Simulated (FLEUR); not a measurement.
Input and output of a self-consistent single point for Sr (P6_3/mmc, 2 atoms in the cell) (FLEUR).

Level of theory: LDA (Perdew-Zunger), all-electron FLAPW (FLEUR), scalar-relativistic valence in FLEUR.

```
Sr
1.0
    4.25862     0.00000     0.00000
   -2.12931     3.68807     0.00000
    0.00000     0.00000     6.97482
Sr
2
Direct
  0.33333   0.66667   0.25000
  0.66667   0.33333   0.75000
```

Reference input (self-consistent single point, DFT, PBEsol, all-electron FLAPW (FLEUR), scalar-relativistic valence): Kmax = 3.8 1/bohr; GmaxXC = 13.3 1/bohr; xcFunctional = PBEs; jspins = 1; l_soc = F; mode = gauss; fermiSmearingEnergy = 0.00999582 Htr; mesh (inpgen div1-3) = 12 12 7; inpgen gamma flag = true; Gmax = 13.3 1/bohr; numbands = 0; maxIterBroyd = 40. This run's input differs from it in these lines:

```diff
@@ -14,3 +14,3 @@
 &comp jspins=1 /
-&exco xctyp='PBEs' /
+&exco xctyp='pz' /
 &kpt div1=12 div2=12 div3=7 gamma=t /
@@ -27,3 +27,3 @@
       <coreElectrons ctail="T" frcor="F" kcrel="0" coretail_lmax="0"/>
-      <xcFunctional name="PBEs" relativisticCorrections="F"/>
+      <xcFunctional name="pz" relativisticCorrections="F"/>
       <magnetism jspins="1"/>
```

The program printed (abridged):

```
 Iteration:     1   Distance:       1.54856287 me/bohr^3
 Iteration:     2   Distance:       1.46750765 me/bohr^3
 Iteration:     3   Distance:       0.21221438 me/bohr^3
 Iteration:     4   Distance:       0.14548956 me/bohr^3
 Iteration:     5   Distance:       0.02457536 me/bohr^3
   [... 2 lines left out ...]
 Iteration:     8   Distance:       0.00075087 me/bohr^3
 Iteration:     9   Distance:       0.00005522 me/bohr^3
 Iteration:    10   Distance:       0.00004971 me/bohr^3
 Iteration:    11   Distance:       0.00000863 me/bohr^3
 Run finished successfully
 Stop message:
   Structural relaxation: Done

[file out, last iteration]
             iter=     12
[...]
          total density-effective poten   -1.0290614980E+04
          total charge density-energy d   -2.0291133687E+02
 Updated energy parameters for spin:           1
[...]
 fermi energy and band-weighting factors:

[...]
FERMIE:
          first approx. to ef    (T=0)  :   0.143684 htr   (energy of the highest occ. eigenvalue)
          number of occ. states  (T=0)  :        762
          first approx. to seigv (T=0)  : -10.865341 htr
          sum of weights of occ. states :  10.001984
          sum of semicore charge        :   0.000000 e
          fermi energy=   0.14102 har   work function=  -3.83727 ev
          number of valence electrons=  20.00000
     band-weighting factor for spin=    1
   [... lines left out ...]
          total moment                 =     0.00000
 Direct bandgap for spin            1 :    2.8069802786845344E-003  Htr
   [... lines left out ...]
 ---->    (input%tkb*entropy) TS=              0.0000000000 htr
 ---->    free energy=                     -6352.3620444282 htr
      extrapolation for T->0
 ---->    total electron energy=           -6352.3620444282 htr
 ***** TOTAL FORCES ON ATOMS *****
 TOTAL FORCE FOR ATOM TYPE=  1  X=  4.024   Y= -2.323   Z=  3.295
                       FX_TOT= 0.000000 FY_TOT= 0.000000 FZ_TOT= 0.000000
 Structural relaxation: Done
```

The run converged in 11 iterations. FLEUR gives forces in its relaxation mode, with a further iteration, so its stop message speaks of a relaxation. 

The starting cell comes from a database of computed structures (which also holds hypothetical and non-ambient phases and stackings), without a prior relaxation at this level. Its lattice was rescaled by a random factor within 2.5 % of one. Values depend on the basis (sphere radii, cutoffs, local orbitals), which need not be converged. The log's line on a gap gives a spacing of levels on this mesh, which the program prints for metals too.

Cost on one core of a shared machine: roughly 70 s.
